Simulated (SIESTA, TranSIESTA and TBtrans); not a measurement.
Run with TranSIESTA and TBtrans (open boundaries, self-consistent; PseudoDojo norm-conserving potentials, scalar-relativistic): Spin polarized, PAO.BasisSize DZP, PAO.EnergyShift 0.15 eV, XC.Authors PBE, Mesh.Cutoff 200 Ry, ElectronicTemperature 300 K, TS.Voltage 0.0 eV, TBT.Elecs.Eta 0.001 eV.

System: Ru chain with one bond stretched by 0.3 Å. Leads: straight Ru chain, spacing 2.25 Å. Geometry: as built, not relaxed.

Q: Give the largest eigenchannel transmissions at the Fermi level (four at most) and the total.

A: Up: 1.00, 0.80, 0.80, 0.59 (total 3.18); down: 1.00, 0.86, 0.86, 0.66 (total 4.60). The magnetic order of the leads was set by the start, and no other order was tried; the separate lead runs end at 1.33 (left) and 1.33 (right) μB an atom. The straight chain is held at its spacing; free chains may zigzag or dimerise.
